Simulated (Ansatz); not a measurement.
An Ansatz (a quantum-chemistry and plane-wave program) input (Kohn–Sham DFT with the LDA functional, run in Ansatz with PAW and 420 eV plane waves, no SOC):

Ansatz 0.2 input:
```yaml
crystal:
  lattice:
    - [0, 3.2335858807, 3.2335858807]
    - [3.2335858807, 0, 3.2335858807]
    - [3.2335858807, 3.2335858807, 0]
  atoms:
    - { symbol: Hg, position: [0, 0, 0] }
    - { symbol: Te, position: [0.25, 0.25, 0.25] }
basis: { ecutwfc: 420, ecutrho_ratio: 4, xc_grid: 2, fft_grid_basis: typed }
kpoints: { mp_grid: { grid: [9, 9, 9] } }
hamiltonian:
  xc: lda
  dispersion: none
  pseudopotentials: { kind: paw }
scf: { occupations: { method: fermi_dirac, width: 0.05 }, convergence: { dr2_threshold: 0.0000000002 } }
relax: { f_tol: 0.005, max_steps: 50 }
output: { forces: true, stress: true }
checkpoint: { write: state.ck, write_every: 1000 }
```

Question: Which symmetry and how many k-points will the program report, and about how many plane waves at Γ?

Answer: Space group F-43m (ITA 216) with 24 operations, k-points 35 of 729, and 1363 plane waves at Γ.

Question: And the final pressure?

Answer: -0.68 GPa (compression positive).

A case with no gap was solved on a k-mesh chosen for an insulator, which is coarse for it. The cells carry an imposed strain or load. No phonon test of stability was made. The final runs are not spin-polarised. The cell was made from HgTe in the zinc blende structure (space group F-43m, No. 216) by this change: isotropic strain +0.50 %.
